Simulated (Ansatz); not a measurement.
# Ru: isotropic strain −1.50 %

The parent structure is Ru in the hcp (Mg type) structure (space group P6_3/mmc, No. 194; a = 2.7219 Å, c = 4.2940 Å; relaxed with 0.1 eV smearing).

Modification: every lattice vector is shortened by 1.50 %, atoms relaxed at fixed cell.

Computed with PBE (Ansatz, a quantum-chemistry and plane-wave program, PAW, without spin-orbit coupling). Γ-centred 24×24×14 mesh, Fermi–Dirac width 0.1 eV.

| quantity | base | changed | shift |
|---|---|---|---|
| volume per atom | 13.78 Å³ | 13.16 Å³ | -0.611 Å³ |
| space group | P6_3/mmc (No. 194) | P6_3/mmc (No. 194) | – |
| energy relative to the base (free energy F) | 0 meV/atom | +29 meV/atom | +29 meV/atom |
| pressure (mean of the normal stresses, compression positive) | 0.0 GPa | 15.8 GPa | +15.8 GPa |
| band gap | zero | zero | – |

Final structure:

```
Ru
1.0
    2.68109     0.00000     0.00000
   -1.34054     2.32189     0.00000
    0.00000     0.00000     4.22957
Ru
2
Direct
  0.66667   0.33333   0.75000
  0.33333   0.66667   0.25000
```

Stability against distortions was not tested. The final runs are not spin-polarised.
